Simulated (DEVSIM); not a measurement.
# Si p+/n-/n+ power diode

Device: Si p+/n-/n+ power diode, at 250 K.

```tsv
layer (left to right)	material	thickness (μm)	Nd (cm⁻³)	Na (cm⁻³)	τn (s)	τp (s)
1	Si	4.70	-	1.1e18	9.8e-5	9.8e-5
2	Si	3.40	1.8e16	-	9.8e-5	9.8e-5
3	Si	9.10	2.5e18	-	9.8e-5	9.8e-5
```

Left contact: ohmic. Right contact: ohmic. Voltage is applied to the left contact. Recombination: SRH at mid-gap. Mobility is μmin + (μ − μmin)/(1 + (N/Nref)^α).

This is a model device: material constants are rounded textbook-type values typed into the input, and sizes, dopings and lifetimes were drawn at random. Values at 300 K; Nc and Nv go as T^1.5, mobilities as T to minus their exponent, the gap by Varshni's rule with the affinity fixed.

| parameter | Si |
|---|---|
| gap (eV) | 1.124 |
| affinity (eV) | 4.05 |
| permittivity | 11.7 |
| Nc (cm⁻³) | 2.86e19 |
| Nv (cm⁻³) | 3.1e19 |
| μn (cm²/Vs) | 1417 |
| μp (cm²/Vs) | 470 |
| μn,min | 52 |
| μp,min | 45 |
| Nref,n | 9.7e16 |
| Nref,p | 2.2e17 |
| αn | 0.68 |
| αp | 0.72 |
| T exponent of μn | 2.3 |
| T exponent of μp | 2.2 |
| Varshni α (eV/K) | 0.000473 |
| Varshni β (K) | 636 |

DEVSIM, 1D drift-diffusion, Boltzmann statistics, complete ionisation; no tunnelling, impact ionisation, image-force lowering or self-heating.

```json
{
 "potential_step_across_the_device_at_zero_bias": "1.023 V",
 "Dark forward voltage at 1 A/cm²": "0.830 V",
 "Dark forward voltage at 100 A/cm²": "0.932 V"
}
```

Dark forward current:

(V (V), J (A/cm²)): (0.15, 3.4e-12); (0.20, 1.2e-11); (0.30, 1.5e-10); (0.35, 6.4e-10); (0.45, 2.7e-8); (0.50, 2.4e-7); (0.55, 2.3e-6); (0.65, 0.00023); (0.70, 0.0024); (0.75, 0.024); (0.85, 2.5); (0.90, 25); (1.00, 1300); (1.05, 4100)

Small-signal capacitance in reverse bias (quasi-static):

| V (V) | C (nF/cm²) |
|---|---|
| -1 | 28.0 |
| -2.5 | 20.9 |
| -5 | 15.8 |
| -7.5 | 13.2 |
| -10 | 11.6 |
